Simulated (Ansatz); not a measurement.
Consider BN in the rock salt structure (space group Fm-3m, No. 225; a = 3.503 Å; a hypothetical phase, not in the database extracts checked).

(Cell as relaxed with PBE.)

Levels (all Ansatz, a program for electronic structure, PAW): PBE (420 eV, without spin-orbit coupling); PBEsol (420 eV, without spin-orbit coupling).

Each level relaxes its own structure.

```json
[
 {"quantity": "volume per atom", "PBE": "5.38 Å³", "PBEsol": "5.28 Å³"},
 {"quantity": "lattice parameter a", "PBE": "350.3 pm", "PBEsol": "348.3 pm"}
]
```

PBE's volume per atom lies 0.095 Å³ above PBEsol's (1.8 %); PBE's lattice parameter a lies 2.08 pm above PBEsol's (0.6 %). Neither level is exact; PBEsol is the comparison here, not a measurement.

No phonon test of stability was made.
